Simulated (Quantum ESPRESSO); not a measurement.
Input and output of a self-consistent single point for SrZn5 (P6/mmm, 6 atoms in the cell) (Quantum ESPRESSO).

Level of theory: PBEsol, GBRV 1.5 ultrasoft (PBESOL) pseudopotentials (plane waves; Quantum ESPRESSO).

The change in words: lattice scaled by 0.98. Reference geometry:
```
SrZn5
1.0
    5.48629     0.00000     0.00000
   -2.74315     4.75127     0.00000
    0.00000     0.00000     4.19856
Sr Zn
1 5
Cartesian
  0.00000   0.00000   0.00000
  2.74315   1.58375   0.00000
  0.00000   3.16751   0.00000
  2.74315   0.00000   2.09928
  1.37157   2.37563   2.09928
 -1.37157   2.37563   2.09928
```

Reference input (self-consistent single point, DFT, PBEsol, plane waves, GBRV 1.5 ultrasoft (PBESOL) pseudopotentials): ecutwfc = 50 Ry; ecutrho = 250 Ry; occupations = smearing; smearing = fermi-dirac; degauss = 0.0073499 Ry; potentials = {Sr: sr_pbesol_v1.uspp.F.UPF, Zn: zn_pbesol_v1.uspp.F.UPF}; K_POINTS = automatic 5 5 5 0 0 0; conv_thr = 1e-09 Ry; mixing_beta = 0.4. This run's input differs from it in these lines:

```diff
@@ -10,4 +10,4 @@
    ibrav = 4,
-   celldm(1) = 10.3675860721,
-   celldm(3) = 0.765282145971,
+   celldm(1) = 10.1602345327,
+   celldm(3) = 0.765282169462,
    nat = 6,
@@ -29,7 +29,7 @@
 Sr    0.0000000000    0.0000000000    0.0000000000
-Zn    2.7431451407    1.5837555854    0.0000000000
-Zn    0.0000000000    3.1675111708    0.0000000000
-Zn    2.7431451407    0.0000000000    2.0992800000
-Zn    1.3715725704    2.3756333781    2.0992800000
-Zn   -1.3715725704    2.3756333781    2.0992800000
+Zn    2.6882822861    1.5520805015    0.0000000000
+Zn    0.0000000000    3.1041610030    0.0000000000
+Zn    2.6882822861    0.0000000000    2.0572945000
+Zn    1.3441411430    2.3281207523    2.0572945000
+Zn   -1.3441411430    2.3281207523    2.0572945000
 K_POINTS automatic
```

Output (repeated stretches shortened):

```
     Self-consistent Calculation

     iteration #  1     ecut=    50.00 Ry     beta= 0.40

     Threshold (ethr) on eigenvalues was too large:
     Diagonalizing with lowered threshold

     negative rho (up, down):  6.587E-02 0.000E+00

     total energy              =   -2376.24930277 Ry
     estimated scf accuracy    <       0.35071446 Ry

     iteration #  2     ecut=    50.00 Ry     beta= 0.40

     negative rho (up, down):  6.612E-02 0.000E+00

     total energy              =   -2376.34796506 Ry
     estimated scf accuracy    <       0.08554437 Ry

     iteration #  3     ecut=    50.00 Ry     beta= 0.40

     negative rho (up, down):  6.684E-02 0.000E+00

     total energy              =   -2376.35723044 Ry
     estimated scf accuracy    <       0.00634044 Ry

   [... 6 blocks of this kind left out ...]

     iteration # 10     ecut=    50.00 Ry     beta= 0.40

     negative rho (up, down):  6.708E-02 0.000E+00

     total energy              =   -2376.35777052 Ry
     estimated scf accuracy    <       0.00000003 Ry

     iteration # 11     ecut=    50.00 Ry     beta= 0.40

     negative rho (up, down):  6.708E-02 0.000E+00
     End of self-consistent calculation

   [... 6 lines left out ...]

   [... 6 lines left out ...]

     the Fermi energy is    12.4803 ev

!    total energy              =   -2376.35777053 Ry
     estimated scf accuracy    <          3.8E-10 Ry
     smearing contrib. (-TS)   =      -0.00725509 Ry
     internal energy E=F+TS    =   -2376.35051544 Ry

     convergence has been achieved in  11 iterations

     negative rho (up, down):  6.708E-02 0.000E+00

     Forces acting on atoms (cartesian axes, Ry/au):

     atom    1 type  1   force =    -0.00000000    0.00000000    0.00000000
   [... zero for the other atoms too ...]

     Total force =     0.000000     Total SCF correction =     0.000000

     negative rho (up, down):  6.708E-02 0.000E+00
          total   stress  (Ry/bohr**3)                   (kbar)     P=       23.62
   0.00013152  -0.00000000   0.00000000           19.35       -0.00        0.00
  -0.00000000   0.00013152  -0.00000000           -0.00       19.35       -0.00
   0.00000000  -0.00000000   0.00021863            0.00       -0.00       32.16

   JOB DONE.
```

The run converged in 11 iterations. Against the reference run the free energy rises by 5.3 meV/atom and the pressure goes from -1.77 to 2.36 GPa.

The starting cell comes from a database of computed structures (which also holds hypothetical and non-ambient phases and stackings), without a prior relaxation at this level. For this run, on top of that: lattice scaled by 0.98.

Cost on one core of a shared machine: roughly 70 s.
